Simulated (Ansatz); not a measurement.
# SrAlHO2 (model structure, started from the SrVO2H type, P4/mmm, No. 123, 5 atoms in the cell): properties by level of theory

```csv
level (code),lattice constant a (Å),lattice parameter c (Å),bulk modulus B0 (GPa),cohesive energy (eV/atom),band gap (eV)
LDA (Ansatz),3.735,3.618,151,5.77,3.64
PBE (Ansatz),3.814,3.705,129,4.92,3.22
PBEsol (Ansatz),3.774,3.658,139,5.26,3.48
r²SCAN (Ansatz),3.779,3.677,144,5.14,4.24
```

Computed values are for a static lattice. Spin–orbit coupling is included only where a level's name says +SOC; with heavier elements it mostly lowers gaps and can invert bands.  Each level is taken at its own relaxed cell. Cutoffs differ between the levels. Ansatz's density-functional and Hartree–Fock values are scalar-relativistic unless marked +SOC, with PAW data made under PBE.

Caveats: the bulk modulus is −V dP/dV from two relaxed cells at ±2 % in volume (LDA, PBE, PBEsol, r²SCAN). Ansatz's density-functional and Hartree–Fock values are scalar-relativistic unless marked +SOC, with PAW data made under PBE.

Free atoms are spin-polarised, in the lowest state found; at levels without +SOC their spin–orbit coupling is left out.

Static lattice: no zero-point or thermal effects.

A model structure was made by putting elements into a prototype or built by hand; it is no filed structure, need not be a known phase, and can be a saddle point held by its symmetry.

Ansatz is a first-principles code.
